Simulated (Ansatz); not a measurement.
Take ZnSe in the zinc blende structure (space group F-43m, No. 216; a = 5.666 Å) as the base.

The values are results of r2SCAN (Ansatz, a quantum-chemistry and plane-wave program), spin-orbit coupling left out, not measurements.

One thing is altered: the cell is scaled by 0.9850 in all directions; the atoms relax in the strained cell.

Q: How does this affect the mean gap deformation potential ΔEg/Δln V?

A: The mean gap deformation potential ΔEg/Δln V amounts to -4.4 eV.

Whether these cells are dynamically stable was not tested.
